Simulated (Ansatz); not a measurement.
The starting structures come from a database of crystals and need not be the phases stable at ambient conditions.

Inside the gap of an insulator the Bloch states are evanescent, with a wavenumber k + iκ along the transport direction.

Here is the system:

```yaml
crystal:
  lattice:
    - [5.08413, 0.00000, 0.00000]
    - [0.00000, 5.24459, 0.00000]
    - [0.00000, 0.83946, 4.95476]
  atoms:
    - { symbol: Nb, position: [0.54752, 0.28043, 0.29262] }
    - { symbol: Nb, position: [0.45248, 0.71957, 0.70738] }
    - { symbol: Nb, position: [0.04752, 0.21957, 0.70738] }
    - { symbol: Nb, position: [0.95248, 0.78043, 0.29262] }
    - { symbol: N, position: [0.25483, 0.02449, 0.44440] }
    - { symbol: N, position: [0.74517, 0.97551, 0.55560] }
    - { symbol: N, position: [0.75483, 0.47551, 0.55560] }
    - { symbol: N, position: [0.24517, 0.52449, 0.44440] }
    - { symbol: O, position: [0.67685, 0.65047, 0.06148] }
    - { symbol: O, position: [0.32315, 0.34953, 0.93852] }
    - { symbol: O, position: [0.17685, 0.84953, 0.93852] }
    - { symbol: O, position: [0.82315, 0.15047, 0.06148] }
```

Space group of this cell: P2_1/c. The cell is taken as given; by PBEsol its mean pressure is -10.9 GPa.

Transport runs along the normal of the first two printed cell vectors.

The gap is the functional's own. No spin-orbit coupling. Mid-gap values are interpolated on the energy grid.

### Question
Predict the band gap and the smallest decay constant κ at mid-gap from PBEsol in Ansatz (a first-principles code).

### Answer
Gap 1.55 eV on a 6×6×6 mesh; κ = 0.212 1/Å, at the zone centre.
